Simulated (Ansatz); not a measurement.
# Ansatz run on ScPd3 (Pm-3m, 4 atoms in the cell): self-consistent single point

Method: LDA (PW92), default PAW files made with PBE (plane waves; Ansatz, a program for electronic structure).

The input file:

Ansatz 0.2 input:
```yaml
# ScPd3
crystal:
  lattice:
    - [3.999548, 0.000000, 0.000000]
    - [0.000000, 3.999548, 0.000000]
    - [0.000000, 0.000000, 3.999548]
  atoms:
    - { symbol: Sc, position: [0.000000, 0.000000, 0.000000] }
    - { symbol: Pd, position: [0.500000, 0.500000, 0.000000] }
    - { symbol: Pd, position: [0.000000, 0.500000, 0.500000] }
    - { symbol: Pd, position: [0.500000, 0.000000, 0.500000] }
basis:
  ecutwfc: 420.0
kpoints:
  mp_grid: { grid: [8, 8, 8] }
hamiltonian:
  xc: lda
  pseudopotentials: { kind: paw }
scf:
  occupations: { method: gaussian, width: 0.1 }
output:
  forces: true
  eigenvalues: true
  stress: true
```

Log, with long lists cut:

```
WARN ansatz: RAYON_NUM_THREADS=1 ignored (pool sized by the plan → 1); use --threads N
Pseudopotentials: kind: paw
Pseudopotential: Sc, paw, valence charge 11
Pseudopotential: Pd, paw, valence charge 18
Crystal: 4 atoms, lattice volume = 63.978 Å³
Basis set: ecut = 420 eV, 1237 PW (Γ)
Bands: 39, of which v1, the nominal top of the filled ones, is band 33 counted from 1 (32 counted from 0)
Symmetry: 48 space group operations
Space group: Pm-3m (ITA 221), of the structure as read, at distance tolerance 4.0e-5 Å
k-points: 35 of 512
PAW frozen core: Sc, regenerated for the run's functional, and the local potential with it
PAW frozen core: Pd, regenerated for the run's functional, and the local potential with it
Initial density: superposition of atomic densities (neutral atoms: chi_scale 0, normalization atom), corrected by the library's trained network
Initial wavefunctions: pseudopotential atomic-orbital guess
Eigensolver: davidson
Functional: x = slater, c = lda
SCF iter   1: F=—  HF=-22626.227545 eV  |F-HF|=—  |Δ(HF+E_count)|=         —  Δρ=1.66e-2  dr2=2.32e-1  ethr=1.77e-3  ⟨swp⟩=4.7  Hψ=4675  notcnv=0
all-band conjugate gradients solve this SCF's bands
preconditioner: auto → Kerker (q_TF=auto, 2.736 Å⁻¹)
SCF iter   2: F=—  HF=-22626.201274 eV  |F-HF|=—  |Δ(HF+E_count)|=   2.63e-2  Δρ=6.38e-3  dr2=4.06e-2  ethr=3.56e-4  ⟨swp⟩=1.1  Hψ=1647  notcnv=0
SCF iter   3: F=—  HF=-22626.196249 eV  |F-HF|=—  |Δ(HF+E_count)|=   5.02e-3  Δρ=1.64e-3  dr2=3.60e-3  ethr=6.25e-5  ⟨swp⟩=1.2  Hψ=1361  notcnv=0
SCF iter   4: F=—  HF=-22626.195697 eV  |F-HF|=—  |Δ(HF+E_count)|=   5.52e-4  Δρ=3.47e-4  dr2=1.05e-4  ethr=5.54e-6  ⟨swp⟩=1.7  Hψ=1531  notcnv=0
SCF iter   5: F=—  HF=-22626.195665 eV  |F-HF|=—  |Δ(HF+E_count)|=   3.11e-5  Δρ=6.68e-5  dr2=2.67e-6  ethr=1.61e-7  ⟨swp⟩=2.0  Hψ=1852  notcnv=0
SCF iter   6: F=—  HF=-22626.195674 eV  |F-HF|=—  |Δ(HF+E_count)|=   8.94e-6  Δρ=5.82e-6  dr2=1.95e-8  ethr=1.54e-10  ⟨swp⟩=6.5  Hψ=5436  notcnv=0
SCF iter   7: F=-22626.195674 eV  HF=-22626.195674 eV  |F-HF|=1.56e-9  |Δ(HF+E_count)|=   3.38e-9  Δρ=1.76e-6  dr2=2.38e-9  ethr=3.00e-11  ⟨swp⟩=2.0  Hψ=3948  notcnv=0
SCF 1 converged in 7 iterations: F = -22626.195674 eV  dr2 = 2.38e-9
SCF converged after 7 iterations
Free energy (F): -22626.195674 eV
Harris-Foulkes:  -22626.195674 eV  (|F-HF|=1.56e-9)
Internal energy: -22626.183611 eV  (E = F + TS)
E sigma→0 (E₀):  -22626.189642 eV
Entropy (-TS):   -0.012064 eV (-3.016 meV/atom)
Fermi energy:    16.932795 eV
--- Per-component energies (eV) ---
  E_band       = -641.451907
  E_kinetic    = 1804.140093
  E_local      = -6543.185484  (includes V_loc(G=0)·N_el)
  E_nonlocal   = 751.284487
  E_hartree    = 2612.103200
  E_xc         = -608.142904
  E_vxc        = -765.127073  (∫ρ·V_xc dr)
  E_paw        = -11777.824648  (= ΣΔE_a)
  E_vpaw       = -1112.767327  (= ΣTr[D̂ρ^β])
  E_aug_tail   = 0.000647  (compensation charges beyond the density's cutoff)
  E_ewald      = -8866.906128
  E_core_change = 2.347124  (= ΣΔE_core)
  E_smearing   = -0.012064  (= −TS)
  E_closure    = -0.000000  (closes the sum)
  Σ components = -22626.195674   (vs F -22626.195674, Δ=0.00e0)
--- Forces (eV/Å), atoms counted from 1 ---
  atom   1  Sc     0.00000000     0.00000000     0.00000000
   [... zero for the other atoms too ...]
  max |Σ_I F_I| component: 9.20e-29 eV/Å
--- Stress (GPa, compression-positive) ---
      -11.507251       0.000000       0.000000
       -0.000000     -11.507251       0.000000
        0.000000       0.000000     -11.507251
  P = ⅓ Tr σ = -11.5073 GPa (-115.073 kbar)
  The stress holds the Pulay correction. Without it, at fixed plane waves, as pw.x and ABINIT print it: P = -11.5327 GPa
--- Band table (eV; the first three rows and the last of 35) ---
  k-point 0: bands = ["-66.8903", "-66.8522", "-66.8522", "-32.7644", "-32.7644", "-32.7644", "-32.6720", "-32.6720", "-32.6720", "-32.5224", "-32.5224", "-32.5224", "-31.7885", "-10.6872", "-10.6872", "-10.6872", "10.3294", "12.1600", "12.2953", [...]
  k-point 1: bands = ["-66.8891", "-66.8534", "-66.8522", "-32.7600", "-32.7600", "-32.7597", "-32.6732", "-32.6732", "-32.6723", "-32.5304", "-32.5255", "-32.5255", "-31.7854", "-10.6935", "-10.6880", "-10.6880", "10.5108", "12.2578", "12.3690", [...]
  k-point 2: bands = ["-66.8855", "-66.8570", "-66.8521", "-32.7485", "-32.7485", "-32.7470", "-32.6771", "-32.6771", "-32.6731", "-32.5510", "-32.5333", "-32.5333", "-31.7780", "-10.7085", "-10.6898", "-10.6898", "11.0283", "12.5120", "12.5614", [...]
  k-point 34: bands = ["-66.8648", "-66.8648", "-66.8648", "-32.7802", "-32.7802", "-32.7802", "-32.7617", "-32.5992", "-32.5992", "-32.5992", "-32.4962", "-32.4962", "-31.7845", "-10.7087", "-10.7087", "-10.7087", "12.3151", "12.3243", "12.3243", [...]
```

The run converged in 7 iterations.

The starting cell comes from a database of computed structures (which also holds hypothetical and non-ambient phases and stackings), without a prior relaxation at this level. Its lattice was rescaled by up to half a per cent. Spin polarisation is off. With a pressure of about -12 GPa the cell is away from its equilibrium volume at this level. Ansatz's pressure includes its estimate of the finite-basis (Pulay) stress.
